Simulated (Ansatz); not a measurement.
```
CELL_PARAMETERS angstrom
      2.86015     0.00000     0.00000
      0.00000     4.95215     0.00000
      0.00000     0.00000    12.78706
ATOMIC_POSITIONS crystal
  Cr 0.00000 0.33337 0.08498
  Cr 0.50000 0.83452 0.08407
  Cr 0.50000 0.16750 0.91643
  V  0.00000 0.66559 0.91461
  Cr 0.50000 0.16548 0.58407
  Cr 0.00000 0.66663 0.58498
  V  0.00000 0.33441 0.41461
  Cr 0.50000 0.83250 0.41643
  Al 0.00000 0.32855 0.74875
  Al 0.50000 0.83803 0.74744
  Al 0.50000 0.16197 0.24744
  Al 0.00000 0.67145 0.24875
  C  0.00000 0.00152 0.00110
  C  0.50000 0.49890 0.00262
  C  0.00000 0.99848 0.50110
  C  0.50000 0.50110 0.50262
```

The mixing enthalpy is taken against the end members in the 211 MAX phase type (which need not be the stable form of AlV2C and AlCr2C), relaxed in the same cell and mesh.

The numbers are results of PBE (plane waves to 420 eV, PAW; Ansatz, a program for electronic structure), not measurements. No spin–orbit coupling; the runs are not spin-polarised. Its k-point mesh 10×6×3, Fermi–Dirac width 0.05 eV.

Question: Give the composition and order of this alloy cell, and its volume, bond lengths and mixing enthalpy.

Answer: A 16-atom cell of (V,Cr)2AlC started in the 211 MAX phase structure, site fractions V 0.250, Cr 0.750, short-range order -0.04 in the first shell of the mixed sites (0 is random, a negative value favours unlike neighbours), space group Pmc2_1 at the end, an ordered arrangement that its symmetry holds.
The volume per atom is 11.32 Å³, the Al–Cr bonds is 2.677 Å on average, from 2.645 to 2.708 (18) and the C–Cr bonds is 1.965 Å on average, from 1.956 to 1.977 (18). The C–V bonds comes out as 1.998 Å on average, from 1.998 to 1.998 (6) and the Al–V bonds comes out as 2.706 Å on average, from 2.699 to 2.710 (6). The mixing enthalpy per site of the mixed sublattice comes out as 11 meV and the departure of the mean lattice parameter from Vegard's line comes out as under 0.15 %, inside the noise of the relaxations.
